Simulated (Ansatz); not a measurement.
For CoSi₂ (Fm-3m, relaxed from the fluorite type) at 700 K, quasi-harmonic approximation with DFT at the PBEsol level (Ansatz, a program for electronic structure) gives a volume expansion coefficient α_V = 32.29 × 10⁻⁶ K⁻¹, an isothermal bulk modulus B_T = 173.2 GPa, a molar volume V_m = 23.076 cm³/mol and C_V = 74.42 J/(mol K). The run noted for some of its cells that some bands missed the eigensolver's tolerance.

### Question
Work out the Grüneisen parameter, C_P and the adiabatic bulk modulus.

### Answer
γ = α_V B_T V_m / C_V = 1.73. C_P − C_V = α_V² B_T V_m T = 2.92 J/(mol K), so C_P = 77.34 J/(mol K). B_S = B_T C_P/C_V = B_T (1 + α_V γ T) = 180.0 GPa.

The PAW data sets were generated under PBE and serve the other functionals too.
